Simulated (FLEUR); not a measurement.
## Short convergence ladders for CaPd (P4mm, 2 atoms in the cell)

```yaml
crystal:
  lattice:
    - [3.51621, 0.00000, 0.00000]
    - [0.00000, 3.51621, 0.00000]
    - [0.00000, 0.00000, 3.51621]
  atoms:
    - { symbol: Ca, position: [0.00000, 0.00000, 0.01422] }
    - { symbol: Pd, position: [0.50000, 0.50000, 0.50000] }
```

Base method: LDA (Vosko-Wilk-Nusair), all-electron FLAPW (FLEUR), scalar-relativistic valence run with FLEUR.

Base settings: Kmax = 3.8 1/bohr; GmaxXC = 13.3 1/bohr; xcFunctional = vwn; jspins = 1; l_soc = F; mode = hist; fermiSmearingEnergy = 0.00367493 Htr; mesh (inpgen div1-3) = 4 4 4; inpgen gamma flag = true; Gmax = 13.3 1/bohr.

Core times come from one kind of shared machine, to one figure; runs under 30 s give none.

**The k-point mesh**

Moved along: kpt_gamma.

The second cell is the first with its lattice scaled by 0.98.

Only quantities that move along the ladder and can be compared are tabulated.

```tsv
kpt_div	free energy less the last step's (meV/atom)	energy of the compressed cell less the first (meV/atom)	largest difference of a force vector from the last step's (eV/Å)	core time / last (rough)
2 2 2	471.43	17.61	0.070	–
4 4 4	102.57	-13.56	0.008	0.4
5 5 5	-37.78	-34.70	0.005	–
7 7 7	-2.81	-31.28	0.002	0.8
8 8 8	4.80	-26.07	0.001	0.9
10 10 10	0.00	-27.47	0.000	1
```

Coarsest kpt_div that holds the forces within 0.02 eV/Å of the last step, with all finer ones: 4 4 4, at about 0.4 of the last step's time; the step before is off by 0.070 eV/Å.

Coarsest kpt_div that holds the energy of the compressed cell less the first within 2 meV/atom: not settled: the last two steps still differ by 1.4 meV/atom, over half the tolerance, so the ladder does not show it.

Coarsest kpt_div that holds the free energy within 2 meV/atom: not settled: the last two steps still differ by 4.8 meV/atom, over half the tolerance, so the ladder does not show it.

**The k-point mesh at a smearing width of 0.02 eV**

In this ladder: fermiSmearingEnergy = 0.00073499 Htr. Moved along: kpt_gamma.

Only quantities that move along the ladder and can be compared are tabulated.

| kpt_div | free energy less the last step's (meV/atom) | core time / last (rough) |
|---|---|---|
| 3 3 3 | -215.71 | – |
| 5 5 5 | -44.02 | 0.1 |
| 7 7 7 | -5.34 | 0.2 |
| 10 10 10 | -0.22 | 0.5 |
| 12 12 12 | 0.00 | 1 |

Coarsest kpt_div that holds the free energy within 2 meV/atom of the last step, with all finer ones: 10 10 10; the step before is off by 5.3 meV/atom.

**The k-point mesh at a smearing width of 0.3 eV**

In this ladder: fermiSmearingEnergy = 0.0110248 Htr. Moved along: kpt_gamma.

Only quantities that move along the ladder and can be compared are tabulated.

```tsv
kpt_div	free energy less the last step's (meV/atom)
3 3 3	-163.71
5 5 5	-16.93
10 10 10	-0.14
12 12 12	0.00
```

Coarsest kpt_div that holds the free energy within 1 meV/atom of the last step, with all finer ones: 10 10 10; the step before is off by 17 meV/atom.

On the base run: the starting cell comes from a database of computed structures (which also holds hypothetical and non-ambient phases and stackings), without a prior relaxation at this level. Its lattice was rescaled by up to half a per cent. One atom was moved a little off its site on purpose. Spin polarisation is off. Values depend on the basis (sphere radii, cutoffs, local orbitals), which need not be converged.
